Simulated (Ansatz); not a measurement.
Cubic perovskite BaHfO₃, treated with LDA in Ansatz (plane waves, PAW).

Settings: plane-wave cutoff 520 eV, 6×6×6 k mesh, scalar-relativistic PAW data made under PBE.

The cell has the measured lattice: a = b = c = 4.1710 Å, α = β = γ = 90.00°.

Task: What does this level give for the elastic constant C11, Voigt–Reuss–Hill bulk modulus, Poisson ratio, elastic constant C12 and elastic constant C44?

Result: 
- elastic constant C11: 318 GPa
- Voigt–Reuss–Hill bulk modulus: 156 GPa
- Poisson ratio: 0.229
- elastic constant C12: 74.2 GPa
- elastic constant C44: 91.6 GPa

Note: the cell isn't this level's own, so it is under some stress, which shifts stiffness and frequencies.

Elastic constants are with the ions relaxed.

Spin–orbit coupling is not included.

Computed values are for the static lattice.

Ansatz is a program for electronic structure.
